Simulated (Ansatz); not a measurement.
Consider the energy of the reaction as written. Reaction: 1/4 cell B + 3/8 N2 (gas) → cell A. A negative value means that the right-hand side lies lower.

Cell A: a slab of Cu (fcc, Fm-3m) cut along (111), 6 atoms, hexagonal cell of 2.57 Å (5.7 Å²), symmetry P3m1 within 0.02 Å, 9.7 Å thick under 16 Å of vacuum, in-plane vectors held at the crystal's; planes from bottom to top: Cu × 5 | N, its two faces unlike (dipole correction applied); added, foreign or displaced atoms, above the top plane: N bound to 3 Cu at 1.91 Å; spin state with PBE: run without spin, k-point mesh 21×21×1.
```
Cu5N
1.0
    2.56669     0.00000     0.00000
    1.28335     2.22282     0.00000
    0.00000     0.00000    25.74123
Cu N
5 1
Cartesian
  2.56669   1.48188   8.01211
  0.00000   0.00000  10.09220
  1.28335   0.74094  12.18933
  2.56669   1.48188  14.28222
  0.00000   0.00000  16.45905
  1.28335   0.74094  17.66326
```

Cell B: a slab of Cu (fcc, Fm-3m) cut along (111), 21 atoms, hexagonal cell of 5.13 Å (22.8 Å²), symmetry P3m1 within 0.02 Å, 9.4 Å thick under 16 Å of vacuum, in-plane vectors held at the crystal's; planes from bottom to top: Cu4 × 5 | N, its two faces unlike (dipole correction applied); added, foreign or displaced atoms, above the top plane: N bound to 3 Cu at 1.83 Å; spin state with PBE: run without spin, k-point mesh 11×11×1.
```
Cu20N
1.0
    5.13338     0.00000     0.00000
    2.56669     4.44564     0.00000
    0.00000     0.00000    25.74123
Cu N
20 1
Cartesian
  5.13445   1.48126   8.04281
  2.56562   1.48126   8.04281
  6.41673   3.70470   8.03725
  3.85004   3.70594   8.04281
 -0.00056  -0.00032  10.11490
  2.56725  -0.00032  10.11490
  1.28335   2.22347  10.11490
  3.85004   2.22282  10.11881
  1.28335   0.74094  12.19076
  3.85004   0.73708  12.20567
  2.56335   2.96569  12.20567
  5.13672   2.96569  12.20567
  5.13742   1.47955  14.27434
  2.56265   1.47955  14.27434
  6.41673   3.70470  14.31900
  3.85004   3.70937  14.27434
 -0.04405  -0.02543  16.41987
  2.61074  -0.02543  16.41987
  1.28335   2.27369  16.41987
  3.85004   2.22282  16.31815
  1.28335   0.74094  17.41226
```

Reference: an isolated N2 molecule (singlet) in a box of 11 × 11 × 13 Å.

Plane-wave PAW calculations with Ansatz (an electronic-structure program), its default PAW set, cutoff 420 eV, 500 eV for r2SCAN. The structures are at rest with PBE, within the held lattices; other levels are single points on them. Neutral cells; Fermi-Dirac smearing of at most 0.10 eV in the solids, energies taken to zero width. The lattices are those relaxed with PBE, so at other levels the solids can be strained, which adds to the spread. Larger cells are relaxed from a start prepared with the learned potential CHGNet till forces fall under 0.03 eV/Å, which some starts already meet. A dispersion term (D3(BJ), or D4 for r2SCAN) was computed beside these levels and is taken off wherever the name lacks it. No zero-point or thermal terms. No structure search was made; lower ones may exist. No Hubbard U is applied. No correction for cell size. The cells' k-point meshes differ in density, so the last digit is unsettled. Cell A has symmetry P3m1 within 0.02 Å and got no random move, so less symmetric positions, which may lie lower, weren't tried. Cell B has symmetry P3m1 within 0.02 Å and got no random move, so less symmetric positions, which may lie lower, weren't tried.

### Question
What value does PBE give?

### Answer
2.73 eV, for 1/4 cell B + 3/8 N2 (gas) → cell A.

### Question
What do the other levels give, and how wide is the spread?

### Answer
| Method | value (eV) | less PBE |
|---|---|---|
| r2SCAN | 2.72 | -0.01 |

The levels shown span only 0.01 eV, too little to tell them apart.
